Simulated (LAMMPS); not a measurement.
LAMMPS input (classical MD, pair style edip, file Si.edip):

```
units metal
atom_style atomic
atom_modify map array
boundary p p p
read_data cell.data
pair_style edip
pair_coeff * * Si.edip Si
mass 1 28.0850
neighbor 1.5 bin
neigh_modify every 1 delay 0 check yes one 6000 page 200000
timestep 0.001
compute xu all property/atom xu yu zu
thermo_style custom step temp pe etotal enthalpy press vol lx ly lz
thermo_modify norm no flush no
thermo 1000
fix br all box/relax aniso 0 vmax 0.001
min_style cg
minimize 0 0.001 500 2500
unfix br
velocity all create 2700 14287357 dist gaussian mom yes
fix md0 all npt temp 1350 1350 0.1 aniso 0 0 1.0 drag 1.0
run 5000
unfix md0
fix md0 all npt temp 1350 1350 0.1 aniso 0 0 1.0
run 8000
unfix md0
change_box all x final 0 27.18428 y final 0 27.18392 z final 0 114.17919 remap units box
region top block INF INF INF INF 39.963 INF units box
group top region top
change_box all z final 0 119.37434 units box  # and the atoms of group top spread over the longer part
set group all image 0 0 0
fix md0 top nvt temp 2867.9 2867.9 0.1
run 6000
unfix md0
fix md0 top nvt temp 2867.9 2193.1 0.1
run 5000
unfix md0
velocity all create 1350 14287357 dist gaussian mom yes
fix md0 all npt temp 1350 1350 0.1 z 0 0 1.0 drag 1.0
run 5000
unfix md0
fix md0 all npt temp 1350 1350 0.1 z 0 0 1.0
run 15000
unfix md0
fix md0 all npt temp 1350 1350 0.1 z 0 0 1.0
run 15000
unfix md0
fix md0 all npt temp 1350 1350 0.1 z 0 0 1.0
run 15000
unfix md0
fix md0 all npt temp 1350 1350 0.1 z 0 0 1.0
run 15000
unfix md0
fix md0 all npt temp 1350 1350 0.1 z 0 0 1.0
run 15000
unfix md0
fix md0 all npt temp 1350 1350 0.1 z 0 0 1.0
run 15000
unfix md0
fix md0 all npt temp 1350 1350 0.1 z 0 0 1.0
run 15000
unfix md0
fix md0 all npt temp 1350 1350 0.1 z 0 0 1.0
run 15000
unfix md0
fix md0 all npt temp 1350 1350 0.1 z 0 0 1.0
run 15000
unfix md0
fix md0 all npt temp 1350 1350 0.1 z 0 0 1.0
run 15000
unfix md0
fix md0 all npt temp 1350 1350 0.1 z 0 0 1.0
run 15000
unfix md0
fix md0 all npt temp 1350 1350 0.1 z 0 0 1.0
run 15000
unfix md0
fix md0 all npt temp 1350 1350 0.1 z 0 0 1.0
run 15000
unfix md0
fix md0 all npt temp 1350 1350 0.1 z 0 0 1.0
run 15000
unfix md0
fix md0 all npt temp 1350 1350 0.1 z 0 0 1.0
run 15000
unfix md0
fix md0 all npt temp 1350 1350 0.1 z 0 0 1.0
run 15000
unfix md0
fix md0 all npt temp 1350 1350 0.1 z 0 0 1.0
run 15000
unfix md0
fix md0 all npt temp 1350 1350 0.1 z 0 0 1.0
run 15000
unfix md0
fix md0 all npt temp 1350 1350 0.1 z 0 0 1.0
run 15000
unfix md0
fix md0 all npt temp 1350 1350 0.1 z 0 0 1.0
run 15000
unfix md0
fix md0 all npt temp 1350 1350 0.1 z 0 0 1.0
run 15000
unfix md0
fix md0 all npt temp 1350 1350 0.1 z 0 0 1.0
run 15000
unfix md0
fix md0 all npt temp 1350 1350 0.1 z 0 0 1.0
run 15000
unfix md0
fix md0 all npt temp 1350 1350 0.1 z 0 0 1.0
run 15000
unfix md0
fix md0 all npt temp 1350 1350 0.1 z 0 0 1.0
run 15000
unfix md0
fix md0 all npt temp 1350 1350 0.1 z 0 0 1.0
run 15000
unfix md0
fix md0 all npt temp 1350 1350 0.1 z 0 0 1.0
run 15000
unfix md0
fix md0 all npt temp 1350 1350 0.1 z 0 0 1.0
run 15000
unfix md0
fix md0 all npt temp 1350 1350 0.1 z 0 0 1.0
run 15000
unfix md0
fix md0 all npt temp 1350 1350 0.1 z 0 0 1.0
run 15000
unfix md0
fix md0 all npt temp 1350 1350 0.1 z 0 0 1.0
run 15000
unfix md0
fix md0 all npt temp 1350 1350 0.1 z 0 0 1.0
run 15000
unfix md0
fix md0 all npt temp 1350 1350 0.1 z 0 0 1.0
run 15000
unfix md0
fix md0 all npt temp 1350 1350 0.1 z 0 0 1.0
run 15000
unfix md0
fix md0 all npt temp 1350 1350 0.1 z 0 0 1.0
run 15000
unfix md0
fix md0 all npt temp 1350 1350 0.1 z 0 0 1.0
run 15000
unfix md0
fix md0 all npt temp 1350 1350 0.1 z 0 0 1.0
run 15000
unfix md0
fix md0 all npt temp 1350 1350 0.1 z 0 0 1.0
run 15000
unfix md0
fix md0 all npt temp 1350 1350 0.1 z 0 0 1.0
run 15000
unfix md0
fix md0 all npt temp 1350 1350 0.1 z 0 0 1.0
run 15000
unfix md0
```

The data file holds Si (diamond structure), a cell 114 Å long along the (001) normal (4200 atoms) with 66 % of it melted and the whole then held at 1350 K and zero normal pressure.

What does the simulation give for the interface speed (growth positive), the direction?

interface speed (growth positive): 4.2 ± 0.1 m/s; direction: the crystal grows.
